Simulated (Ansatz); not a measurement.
A self-consistent single point of CaAl₂Zn₂ (I4/mmm, 5 atoms in the cell) with Ansatz (an electronic-structure program)

Method of the run: LDA (PW92), default PAW files made with PBE (plane waves; Ansatz).

Input as run:

Ansatz 0.2 input:
```yaml
crystal:
  lattice:
    - [-2.050883, 2.050883, 5.725209]
    - [2.050883, -2.050883, 5.725209]
    - [2.050883, 2.050883, -5.725209]
  atoms:
    - { symbol: Ca, position_ang: [0.000000, 0.000000, 0.000000] }
    - { symbol: Al, position_ang: [2.050883, 0.000000, 2.862605] }
    - { symbol: Al, position_ang: [0.000000, 2.050883, 2.862605] }
    - { symbol: Zn, position_ang: [0.000000, -0.000000, 4.487075] }
    - { symbol: Zn, position_ang: [0.000000, -0.000000, 6.963343] }
basis:
  ecutwfc: 420.0 eV
kpoints:
  mp_grid: { grid: [9, 9, 9] }
hamiltonian:
  xc: lda
  pseudopotentials: { kind: paw }
scf:
  occupations: { method: gaussian, width: 0.1 eV }
output:
  forces: true
  eigenvalues: true
  stress: true
```

Log, with long lists cut:

```
WARN ansatz: RAYON_NUM_THREADS=1 ignored (pool sized by the plan → 1); use --threads N
basis.fft_grid_basis auto: the FFT boxes are laid along the combinations [[1, 0, 1], [0, 1, 1], [0, 0, 1]] of the cell's own vectors, 4.102, 4.102 and 6.418 Å …
Pseudopotentials: kind: paw
Pseudopotential: Ca, paw, valence charge 10
Pseudopotential: Al, paw, valence charge 3
Pseudopotential: Zn, paw, valence charge 12
Crystal: 5 atoms, lattice volume = 96.324 Å³
Basis set: ecut = 420 eV, 1895 PW (Γ), FFT grids on a1+a3, a2+a3, a3
Bands: 25, of which v1, the nominal top of the filled ones, is band 20 counted from 1 (19 counted from 0)
Symmetry: 16 space group operations
Space group: I4/mmm (ITA 139), of the structure as read, at distance tolerance 4.6e-5 Å
k-points: 75 of 729
PAW frozen core: Ca, regenerated for the run's functional, and the local potential with it
PAW frozen core: Al, regenerated for the run's functional, and the local potential with it
PAW frozen core: Zn, regenerated for the run's functional, and the local potential with it
Initial density: superposition of atomic densities (neutral atoms: chi_scale 0, normalization atom), corrected by the library's trained network
Initial wavefunctions: pseudopotential atomic-orbital guess
Eigensolver: davidson
Functional: x = slater, c = lda
SCF iter   1: F=—  HF=-9292.464835 eV  |F-HF|=—  |Δ(HF+E_count)|=         —  Δρ=4.61e-3  dr2=1.96e-2  ethr=1.77e-3  ⟨swp⟩=7.5  Hψ=9453  notcnv=0
all-band conjugate gradients solve this SCF's bands
preconditioner: auto → Kerker (q_TF=auto, 2.357 Å⁻¹)
SCF iter   2: F=—  HF=-9292.462116 eV  |F-HF|=—  |Δ(HF+E_count)|=   2.72e-3  Δρ=2.56e-3  dr2=7.65e-3  ethr=4.90e-5  ⟨swp⟩=1.9  Hψ=3634  notcnv=0  defer=2
SCF iter   3: F=—  HF=-9292.460761 eV  |F-HF|=—  |Δ(HF+E_count)|=   1.36e-3  Δρ=1.45e-3  dr2=9.86e-4  ethr=1.91e-5  ⟨swp⟩=2.0  Hψ=2899  notcnv=0  defer=2
SCF iter   4: F=—  HF=-9292.460209 eV  |F-HF|=—  |Δ(HF+E_count)|=   5.51e-4  Δρ=3.75e-4  dr2=1.40e-4  ethr=2.47e-6  ⟨swp⟩=2.0  Hψ=2735  notcnv=0  defer=2
SCF iter   5: F=—  HF=-9292.460165 eV  |F-HF|=—  |Δ(HF+E_count)|=   4.45e-5  Δρ=8.68e-5  dr2=1.25e-5  ethr=3.49e-7  ⟨swp⟩=2.1  Hψ=2896  notcnv=0  defer=2
SCF iter   6: F=—  HF=-9292.460163 eV  |F-HF|=—  |Δ(HF+E_count)|=   1.60e-6  Δρ=2.18e-5  dr2=8.67e-7  ethr=3.12e-8  ⟨swp⟩=3.0  Hψ=3033  notcnv=0  defer=5
SCF iter   7: F=-9292.460163 eV  HF=-9292.460163 eV  |F-HF|=1.70e-8  |Δ(HF+E_count)|=   2.27e-7  Δρ=7.20e-6  dr2=5.70e-8  ethr=2.50e-10  ⟨swp⟩=5.6  Hψ=8107  notcnv=0
SCF 1 converged in 7 iterations: F = -9292.460163 eV  dr2 = 5.70e-8
SCF converged after 7 iterations
Free energy (F): -9292.460163 eV
Harris-Foulkes:  -9292.460163 eV  (|F-HF|=1.70e-8)
Internal energy: -9292.451814 eV  (E = F + TS)
E sigma→0 (E₀):  -9292.455988 eV
Entropy (-TS):   -0.008349 eV (-1.670 meV/atom)
Fermi energy:    7.820895 eV
--- Per-component energies (eV) ---
  E_band       = -88.970299
  E_kinetic    = 585.732397
  E_local      = -4673.245574  (includes V_loc(G=0)·N_el)
  E_nonlocal   = 1309.327799
  E_hartree    = 1938.513407
  E_xc         = -486.935541
  E_vxc        = -337.950223  (∫ρ·V_xc dr)
  E_paw        = -5203.223630  (= ΣΔE_a)
  E_vpaw       = -849.850334  (= ΣTr[D̂ρ^β])
  E_aug_tail   = -0.000726  (compensation charges beyond the density's cutoff)
  E_ewald      = -2766.128828
  E_core_change = 3.508882  (= ΣΔE_core)
  E_smearing   = -0.008349  (= −TS)
  E_closure    = 0.000000  (closes the sum)
  Σ components = -9292.460163   (vs F -9292.460163, Δ=0.00e0)
--- Forces (eV/Å), atoms counted from 1 ---
  atom   1  Ca     0.00000000     0.00000000    -0.00000000
  atom   2  Al    -0.00000000     0.00000000     0.00000000
  atom   3  Al     0.00000000     0.00000000     0.00000000
  atom   4  Zn    -0.00000000     0.00000000     0.01947672
  atom   5  Zn     0.00000000     0.00000000    -0.01947672
  max |Σ_I F_I| component: 3.99e-17 eV/Å
--- Stress (GPa, compression-positive) ---
       -4.150242       0.000000      -0.000000
        0.000000      -4.150242      -0.000000
        0.000000       0.000000      -5.116014
  P = ⅓ Tr σ = -4.4722 GPa (-44.722 kbar)
  The stress holds the Pulay correction. Without it, at fixed plane waves, as pw.x and ABINIT print it: P = -4.5089 GPa
--- Band table (eV; the first three rows and the last of 75) ---
  k-point 0: bands = ["-32.6977", "-14.0004", "-13.9383", "-13.9383", "-1.4628", "0.1836", "0.3114", "0.3114", "0.3424", "0.3988", "0.4749", "0.5600", "0.5600", "0.5702", "0.6463", "3.5205", "3.9567", "7.0182", "7.0182", "8.6208", "9.0761", [...]
  k-point 1: bands = ["-32.6970", "-13.9987", "-13.9452", "-13.9441", "-1.2610", "0.1907", "0.3054", "0.3079", "0.3621", "0.3992", "0.4742", "0.5395", "0.5560", "0.5772", "0.6705", "3.5549", "4.1692", "6.0160", "6.4906", "8.1934", "8.8413", [...]
  k-point 2: bands = ["-32.6953", "-13.9946", "-13.9614", "-13.9589", "-0.7164", "0.1896", "0.3001", "0.3610", "0.3957", "0.4121", "0.4874", "0.5117", "0.5510", "0.5882", "0.7167", "3.5759", "4.6170", "4.8481", "5.9538", "7.2198", "7.4317", [...]
  k-point 74: bands = ["-32.6974", "-14.0013", "-13.9454", "-13.9378", "-0.8787", "0.1041", "0.2279", "0.2422", "0.3057", "0.4539", "0.4916", "0.5489", "0.6473", "0.6609", "0.7279", "1.2313", "5.7810", "6.9653", "7.9231", "8.3398", "9.2321", [...]
```

The run converged in 7 iterations.

The starting cell comes from a database of computed structures (which also holds hypothetical and non-ambient phases and stackings), without a prior relaxation at this level. Its lattice was rescaled by up to half a per cent. With a pressure of about -4 GPa the cell is away from its equilibrium volume at this level. Ansatz's pressure includes its estimate of the finite-basis (Pulay) stress.
